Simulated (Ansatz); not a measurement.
Here is the system:

```
CELL_PARAMETERS angstrom
      0.00000     2.12101     2.12101
      2.12101     0.00000     2.12101
      2.12101     2.12101     0.00000
ATOMIC_POSITIONS crystal
  Mg 0.00000 0.00000 0.00000
  O  0.50000 0.50000 0.50000
```

All values below come from PBE, rigid bands (plane waves, PAW, scalar-relativistic; Ansatz, a first-principles code). Condition of this run: hydrostatic pressure of -3 GPa (compression positive) (the target of the relaxation). How the cell was made: cell and atoms relaxed with PBEsol, then loaded as said.

### Question
What conductivity effective mass do dilute electrons have at 300 K?

### Answer
0.35 mₑ.

### Question
Predict the hole conductivity mass (n e² τ/σ) at 300 K, by direction if it differs.

### Answer
2.4 mₑ.

### Question
And the band gap?

### Answer
4.54 eV at this level; semilocal functionals usually fall short of the measured gap.

Rigid bands, one relaxation time for all states, no polarons. Spin-orbit coupling is left out. Geometry: cell and atoms relaxed with PBEsol.
